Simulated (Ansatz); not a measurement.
The reference is HfS$_{2}$ in the rutile structure (space group P4_2/mnm, No. 136; a = 6.024 Å, c = 3.652 Å; a hypothetical phase, not in the database extracts checked).

Levels (all Ansatz, a first-principles code, PAW, earlier PAW set): PBEsol (420 eV, no spin-orbit coupling); HSE06 (420 eV, no spin-orbit coupling).

The geometry is relaxed with PBEsol.

| Quantity | Value |
|---|---|
| PBEsol lowest conduction level above the VBM at special points | Γ 0.26 eV; M 0.53 eV; R 0.87 eV |

Problem. What does HSE06 give at this geometry for the lowest conduction level above the VBM at special points?

Solution. The lowest conduction level above the VBM at special points goes from Γ 0.26 eV; M 0.53 eV; R 0.87 eV to Γ 1.11 eV; M 1.38 eV; R 1.74 eV.

Single points use the geometry relaxed with PBEsol. HSE06 gaps are upper bounds (no full band path). The levels and masses belong to the bands next to the band gap. Whether these cells are dynamically stable was not tested.
